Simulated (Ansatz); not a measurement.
The parent structure is VBiO4 (space group I4_1/a, No. 88; a = 5.1072 Å, c = 11.5758 Å).

Method: PBEsol (Ansatz, a first-principles code; PAW; 420 eV plane waves; without spin-orbit coupling).

It is then changed as follows: an isotropic linear strain of +3.04 %; the atoms relax in the strained cell.

Task: Estimate the effect on the energy relative to the base.

Result: The energy goes up by 41 meV/atom.

Task: Estimate the effect on the largest internal atomic displacement.

Result: The largest internal atomic displacement is 0.043 Å.

Whether these cells are dynamically stable was not tested. Seeded moments were not kept for the base. All final runs are without spin polarisation.
